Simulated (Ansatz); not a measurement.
Abridged Ansatz (a quantum-chemistry and plane-wave program) output:

```
Pseudopotential: Cs, paw, valence charge 9
Pseudopotential: H, paw, valence charge 1
Pseudopotential: Bi, paw, valence charge 15
Pseudopotential: Br, paw, valence charge 7
Crystal: 10 atoms, lattice volume = 308.201 Å³
Basis set: ecut = 420 eV, 5985 PW (Γ), exchange–correlation on 108×108×108 points (8 copies of the dense FFT grid, shifted against one another)
Bands: 48, of which v1, the nominal top of the filled ones, is band 38 counted from 1 (37 counted from 0)
Symmetry: 48 space group operations
k-points: 29 of 512
Functional: x = pbesol(κ = 0.804, μ = 0.12345679012345678), c = pbesol(β = 0.046)
SCF iter   1: F=—  HF=-39857.012671 eV  |F-HF|=—  |Δ(HF+E_count)|=         —  Δρ=5.83e-3  dr2=1.40e-1  ethr=1.77e-3  ⟨swp⟩=10.4  Hψ=7661  notcnv=0  defer=35
SCF iter   2: F=—  HF=-39856.988389 eV  |F-HF|=—  |Δ(HF+E_count)|=   2.43e-2  Δρ=1.88e-3  dr2=1.44e-2  ethr=1.85e-4  ⟨swp⟩=2.2  Hψ=1798  notcnv=0  defer=63
SCF 1 converged in 9 iterations: F = -39856.987072 eV  dr2 = 2.44e-10
SCF converged after 9 iterations
Free energy (F): -39856.987072 eV
Internal energy: -39856.983035 eV  (E = F + TS)
E sigma→0 (E₀):  -39856.985053 eV
Entropy (-TS):   -0.004037 eV (-0.404 meV/atom)
Fermi energy:    4.003404 eV
--- Forces (eV/Å), atoms counted from 1 ---
  atom   1  Cs     0.00000000     0.00000000    -0.00000000
  atom   2  Cs     0.00000000     0.00000000    -0.00000000
  atom   3  H      0.00000000    -0.00000000     0.00000000
  atom   4  Bi    -0.00000000     0.00000000     0.00000000
  atom   5  Br    -0.00003524    -0.00000000     0.00000000
  atom   6  Br     0.00003524     0.00000000    -0.00000000
  atom   7  Br     0.00000000    -0.00003524     0.00000000
  atom   8  Br    -0.00000000     0.00003524    -0.00000000
  atom   9  Br    -0.00000000     0.00000000    -0.00003524
  atom  10  Br    -0.00000000    -0.00000000     0.00003524
--- Stress (GPa, compression-positive) ---
        0.000408      -0.000000       0.000000
        0.000000       0.000408      -0.000000
        0.000000      -0.000000       0.000408
  P = ⅓ Tr σ = 0.0004 GPa (0.004 kbar)
```

**Question.** What was computed, and what are the main results?

**Answer.** Cs2BiHBr6, 10 atoms in the cell, with DFT with PBEsol, PAW potentials and a 420 eV plane-wave cutoff in Ansatz, no SOC. The last SCF converged to F = -39856.987072 eV, or -3985.6987 eV per atom, at a pressure of 0.00 GPa. The total energy compares only with runs of the same code, potentials and settings.

With Bi present, leaving out spin-orbit coupling can change the band edges. No phonon test of stability was made. The final runs are not spin-polarised. The cell was made from Cs2AgBiBr6 by this change: Ag → H; the result is a hypothetical phase, not in the database extracts checked.
